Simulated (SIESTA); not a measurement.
Worked example: self-consistent single point of MgAl3 (I4/mmm, 4 atoms in the cell) in SIESTA.

Method of the run: SIESTA with LDA PW92, numerical atomic orbitals DZP, PseudoDojo LDA standard norm-conserving potentials (rewritten from UPF to PSML).

```yaml
crystal:
  lattice:
    - [-2.04547, 2.04547, 4.12038]
    - [2.04547, -2.04547, 4.12038]
    - [2.04547, 2.04547, -4.12038]
  atoms:
    - { symbol: Mg, position: [0.00000, 0.00000, 0.00000] }
    - { symbol: Al, position: [0.50000, 0.50000, 0.00000] }
    - { symbol: Al, position: [0.25000, 0.75000, 0.50000] }
    - { symbol: Al, position: [0.75000, 0.25000, 0.50000] }
```

Reference input (self-consistent single point, DFT, GGA PBEsol, numerical atomic orbitals DZP, PseudoDojo PBEsol standard norm-conserving potentials (rewritten from UPF to PSML)): XC.functional = GGA; XC.authors = PBEsol; potentials = PseudoDojo PBEsol standard; PAO.BasisSize = DZP; PAO.EnergyShift = 0.005 Ry; MeshCutoff = 300 Ry; kgrid.MonkhorstPack = 8 8 8; OccupationFunction = MP; OccupationMPOrder = 0; ElectronicTemperature = 1160.45 K; MaxSCFIterations = 150; SCF.Mixer.Method = Pulay. This run's input differs from it in these lines:

```diff
@@ -1,2 +1,2 @@
-# files in the folder: Mg.psml Al.psml (PseudoDojo PBEsol standard)
+# files in the folder: Mg.psml Al.psml (PseudoDojo LDA standard)
 SystemName  MgAl3
@@ -24,4 +24,4 @@
 
-XC.functional                GGA
-XC.authors                   PBEsol
+XC.functional                LDA
+XC.authors                   PW92
 PAO.BasisSize                DZP
```

Log, with long lists cut:

```
        iscf     Eharris(eV)        E_KS(eV)     FreeEng(eV)     dDmax    Ef(eV) dHmax(eV)
   scf:    1    -1788.309936    -1804.767622    -1804.773733  1.619156 -5.089715  5.196479
   scf:    2    -1804.955594    -1804.865447    -1804.870942  0.048904 -5.080174  3.722834
   scf:    3    -1804.992303    -1804.947123    -1804.951850  0.111863 -5.065718  0.305442
   scf:    4    -1804.950545    -1804.949460    -1804.954409  0.029106 -5.080374  0.093334
   scf:    5    -1804.949664    -1804.949621    -1804.954499  0.002958 -5.081309  0.049365
   scf:    6    -1804.949733    -1804.949709    -1804.954611  0.009117 -5.084325  0.008465
   scf:    7    -1804.949719    -1804.949715    -1804.954615  0.000608 -5.084520  0.001316
   scf:    8    -1804.949715    -1804.949715    -1804.954615  0.000038 -5.084549  0.000343
   scf:    9    -1804.949715    -1804.949715    -1804.954615  0.000111 -5.084523  0.000018
   scf:   10    -1804.949715    -1804.949715    -1804.954615  0.000002 -5.084524  0.000003
SCF Convergence by DM+H criterion
max |DM_out - DM_in|         :     0.0000017289
max |H_out - H_in|      (eV) :     0.0000031343
SCF cycle converged after 10 iterations

Using DM_out to compute the final energy and forces

siesta: E_KS(eV) =            -1804.9497

siesta: E_KS - E_eggbox =     -1804.9497

siesta: Atomic forces (eV/Ang):
     1    0.000000    0.000000   -0.000000
     2    0.000000   -0.000000   -0.000000
     3    0.000031   -0.000031   -0.000000
     4   -0.000031    0.000031    0.000000
   Tot    0.000000   -0.000000    0.000000
   Max    0.000031
   Res    0.000018    sqrt( Sum f_i^2 / 3N )
   Max    0.000031    constrained

Stress tensor Voigt[x,y,z,yz,xz,xy] (kbar):        2.33        2.33       10.97        0.00        0.00       -0.00
(Free)E + p*V (eV/cell)    -1805.1790
   [... lines left out ...]
siesta: FreeEng =     -1804.954615
   [... lines left out ...]
siesta:     0.001456   -0.000002    0.000001
siesta:    -0.000002    0.001456    0.000001
siesta:     0.000001    0.000001    0.006850

siesta: Cell volume =         68.957898 Ang**3

siesta: Pressure (static):
siesta:                Solid            Molecule  Units
siesta:          -0.00003544         -0.00003544  Ry/Bohr**3
siesta:          -0.00325362         -0.00325425  eV/Ang**3
siesta:          -5.21287928         -5.21387634  kBar
```

The run converged in 10 iterations. Against the reference run the pressure goes from 1.51 to -0.52 GPa.

The starting cell comes from a database of computed structures (which also holds hypothetical and non-ambient phases and stackings), without a prior relaxation at this level. Values carry the incompleteness of an atom-centred basis.

Cost on one core of a shared machine: roughly 60 s.
